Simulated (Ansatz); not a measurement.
## Lu: x(Ta) = 0.667, 6 atoms, P-6m2

Base system: Lu in the hcp (Mg type) structure (space group P6_3/mmc, No. 194; a = 3.5043 Å, c = 5.4522 Å).

The other end (x = 1) is Ta in the hcp (Mg type) structure (space group P6_3/mmc, No. 194; a model cell, its experimental status unchecked): 18.48 Å³/atom, gap zero; this end may not be an ambient phase.

Perturbation: a fraction x = 0.667 of the Lu sites is given to Ta, ordered in a cell of 6 atoms (starting symmetry P-6m2) and fully relaxed.

Method: r2SCAN (Ansatz, a first-principles code, PAW, no spin-orbit coupling). Γ-centred 18×18×3 mesh, Fermi–Dirac width 0.05 eV, for the changed cell.

The density rises by 4.494 g/cm³ to 14.52 g/cm³ and the band gap stays zero. The mixing energy comes out as +0.21 eV/atom (to 0.01 eV only: unlike meshes or grids) (against an end that may be hypothetical) and the deviation of the volume from the linear (Vegard-type) interpolation is -6.9 %.

Each cell is one ordered arrangement of few atoms, which overstates ordering effects compared with a random alloy. Whether these cells are dynamically stable was not tested. The final runs are not spin-polarised. LuTa2 has a high density of states at the Fermi level and may be magnetic at this level. This is not the structure that Ta has at room temperature and ambient pressure.
